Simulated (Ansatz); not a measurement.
Mg$_{2}$Ge (Fm-3m): ε∞ = 16.94, static ε₀ = 24.91, effective LO energy 31.3 meV, electron mass 0.256 mₑ (band masses from HSE06, rigid bands (Ansatz, a quantum-chemistry and plane-wave program), cell and atoms relaxed with PBEsol; dielectric constants and zone-centre modes from PBE (Ansatz) on its own relaxed cell).

Question: Work out the Fröhlich coupling α = (1/ε∞ − 1/ε₀) √(m Ry/ħω_LO) and what it means for transport at 300 K.

Answer: 1/ε∞ − 1/ε₀ = 0.0189 and √(m × 13.606 eV/ħω) = 10.6, so α = 0.200; in weak coupling the polaron mass is about m(1 + α/6). By the iterated Boltzmann equation for weak coupling, the polar-phonon-limited mobility is 840 cm²/(V·s) at 300 K (1740 at 200 K, 600 at 400 K).

Model: isotropic Fröhlich coupling of one parabolic band to one effective longitudinal optical (LO) phonon, from the dielectric constants and phonon modes at the zone centre, chosen so that α equals the sum over the polar modes. Acoustic, nonpolar, intervalley and impurity scattering are left out, and they lower the mobility further; with several valleys or bands the averaged mass is a rough stand-in. Semilocal functionals tend to overestimate ε∞, which makes α low and the mobility high.
